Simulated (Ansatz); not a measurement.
Start from SiO2 in the rutile structure (space group P4_2/mnm, No. 136; a = 4.1945 Å, c = 2.6785 Å).

Level of theory: PBEsol (Ansatz, an electronic-structure program; PAW; 420 eV plane waves; no spin-orbit coupling).

One change was made to it. Results:

| quantity | base | after |
|---|---|---|
| gap character | direct at Γ | direct at Γ |
| valence-band top at Γ (three highest levels, from the VBM) | 0.00, -0.88, -0.88 eV | 0.00, -0.92, -0.92 eV |
| band gap | 5.35 eV | 6.10 eV |
| lattice parameter a | 4.195 Å | 4.118 Å |

### Question
Name the change that was made.
(A) pressure 2.1 GPa
(B) pressure 15 GPa
(C) pressure −1 GPa
(D) pressure −2 GPa

### Answer
B, pressure 15 GPa. For comparison, the band gap in the other runs: pressure −1 GPa gives 5.30 eV; pressure 2.1 GPa gives 5.47 eV; pressure −2 GPa gives 5.25 eV.

Load acts through the strain it causes; cell and atoms are relaxed under it. Whether these cells are dynamically stable was not tested. No other phases were tried under pressure.
